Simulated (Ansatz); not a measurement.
**Band gap of GaGeTe (R-3m, No. 166; start mp-8211) at several levels of theory**

No measured value is used here.

### Question
Put these levels in order of the band gap that they give for GaGeTe (R-3m, No. 166; start mp-8211), smallest first: HSE06 (Ansatz, a program for electronic structure), PBE0 (Ansatz), r²SCAN0 (Ansatz).

### Answer
HSE06 (0.87 eV), PBE0 (1.43 eV), r²SCAN0 (1.60 eV)

Computed values are for a static lattice. Spin–orbit coupling is included only where a level's name says +SOC; with heavier elements it mostly lowers gaps and can invert bands.  Values are at the PBEsol cell. Cutoffs differ between the levels. Ansatz's density-functional and Hartree–Fock values are scalar-relativistic unless marked +SOC, with PAW data made under PBE.

A start named mp-… is a Materials Project structure, which can be a computed phase never made.
